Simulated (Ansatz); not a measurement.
```yaml
crystal:
  lattice:
    - [0.00000, 3.29493, 3.29493]
    - [3.29493, 0.00000, 3.29493]
    - [3.29493, 3.29493, 0.00000]
  atoms:
    - { symbol: Te, position: [0.00000, 0.00000, 0.00000] }
    - { symbol: Pb, position: [0.50000, 0.50000, 0.50000] }
```

No spin polarisation.

The values are results of r2SCAN, PAW, 500 eV (Ansatz, a quantum-chemistry and plane-wave program; no spin-orbit coupling), not measurements. k-mesh 9×9×9 (Γ-centred); smearing 0.05 eV (Fermi–Dirac).

Task: Predict the electron mass.

Result: 0.35 mₑ along k, 0.12 mₑ across (at L).

Task: Predict the hole mass.

Result: 0.60 mₑ along k, 0.096 mₑ across (at L).

Task: Predict the gap character.

Result: Direct at L.

Task: What width of the top valence band does the calculation give?

Result: 2.61 eV.

With Pb and Te present, leaving out spin-orbit coupling can change the band edges. Load acts through the strain it causes; cell and atoms are relaxed under it. Masses are band curvatures over ±0.01 Å⁻¹ around the edge. Along k means along the line from Γ to the band edge. Whether these cells are dynamically stable was not tested. The cell was made from PbTe in the rock salt structure (space group Fm-3m, No. 225) by this change: pressure −1 GPa.
